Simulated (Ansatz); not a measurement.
## GaN: band gap against strain

GaN (zinc blende, F-43m, 11.055 Å³/atom at rest, cube axes along x, y and z) under a strain ε along a cube axis (axis z), the other axes held. LDA in Ansatz, a plane-wave DFT program (PAW, default set), 420 eV, 13×13×13 Γ-centred mesh, Fermi-Dirac smearing 0.05 eV; ions are relaxed within the symmetry of each cell. Gaps are the smallest over the k-mesh and a band path, without spin-orbit coupling; in all rows the valence edge lies at Γ and the conduction edge at Γ.

Here s stands for strain and Eg for gap.

```csv
strain (%),gap (eV)
0.00,1.955
0.50,1.915
1.00,1.874
1.50,1.834
3.00,?
```

Problem. Using a straight line, estimate the missing Eg at s = 3.00 from the other rows, showing the fit.

Solution. Means: s 0.75000, Eg 1.8945. About the means, the sum of products is -0.10100 and the sum of squares of s is 1.2500; the slope is their ratio. Least squares gives Eg = 1.9551 - 0.08080·s. Residuals (row less fit): -0.0001, 0.0003, -0.0003, 0.0001; standard error 0.0003 (degrees of freedom: 2). Over these rows the gap moves by -8.1 ± 0.03 eV per unit strain. At the withheld row, Eg = 1.9551 - 0.08080 × 3.0 = 1.7127 eV. The calculation gives 1.712 eV, 0.0007 eV below the prediction (0.3 % of the range of Eg in the table). The row lies outside the fitted rows, so this is an extrapolation. The fitted rows scatter only by rounding.

GaN is here a metastable form; wurtzite is the usual one. Rows are the converged runs of the series near zero and its far end; series whose fitted rows scatter by over a few per cent of the range, as at a crossing or softening among them, aren't shown in this form. Most that stay on the fit to the last digits aren't either.
